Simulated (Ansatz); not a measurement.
The starting structures come from a database of crystals and need not be the phases stable at ambient conditions.

The decay constant κ of evanescent states in the gap governs leakage through a thin film.

Input:

```
HfO2
1.0
    3.48686     0.00000     0.00000
    0.00000     5.06842     0.00000
    0.00000     0.00000     3.55802
Hf O
2 4
Direct
  0.50000   0.50000   0.50000
  0.00000   0.00000   0.00000
  0.50000   0.30279   0.00000
  0.50000   0.80279   0.00000
  0.00000   0.19721   0.50000
  0.00000   0.69721   0.50000
```

Space group of this cell: Pmmn. The cell is strained (lengths across the current scaled by 0.98, ions clamped); by r2SCAN its mean pressure is 16.2 GPa.

Transport runs along the normal of the first two printed cell vectors.

The gap is the functional's own, uncorrected, and κ follows it; spin-orbit coupling is left out. Mid-gap values are interpolated between the computed energies.

Task: Give the band gap and the smallest decay constant κ at mid-gap that r2SCAN (Ansatz, a program for electronic structure) yields.

Result: Gap 5.35 eV on a 10×6×8 mesh; κ = 0.419 1/Å, at the zone centre.
